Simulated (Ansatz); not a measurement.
Functionals compared on F on the 1x1 (100) surface of monoclinic HfO2 (cut with top plane 2 O), one in a 1x1 cell, started at the site 'top O', in Ansatz (plane waves, PAW). The structure was relaxed with PBE; the other rows are single points on it, each with its references at the same level. Cutoff 420 eV (500 eV for r2SCAN). The points keep PBE's geometry, so the relaxation of a polaron and the settling of charge on one site are left out.

Host crystal: monoclinic HfO2, with a band gap (PBE, scalar-relativistic without spin-orbit coupling).

Model: 25-atom slab, 9.3 Å thick at the start under the adsorbate (thin: gaps and levels are the slab's own), 4x4x1 mesh, Fermi-Dirac 0.01 eV, dipole correction, 12 atoms held, the rest relaxed; no symmetry held; spin-polarised, ending with about 1.0 μB a cell, a value that depends on the mesh; orders that need a larger cell were not tried, no spin-orbit, no U, no dispersion correction. The slab shows no gap over 0.04 eV on its mesh. At the end it is bonded to Hf. In PBE it is, or lies within 0.03 eV of, the lowest of the starts that converged. These notes are the PBE run's. r2SCAN: The program's check for a lower electronic state was not made. Adsorption energies are against ½ F2(g). A negative adsorption energy means that the adsorbate is more stable on the surface than in its reference.

| functional | adsorption energy (eV) | work function of the top face (eV) | rough cost of the single point |
|---|---|---|---|
| PBE | -1.81 | 8.86 | – |
| RPBE | -1.75 | 8.73 | around 9 core-minutes (rough) |
| r2SCAN | -1.94 | 9.07 | about 19 core-minutes (a rough figure) |

Ansatz is a program for electronic structure.
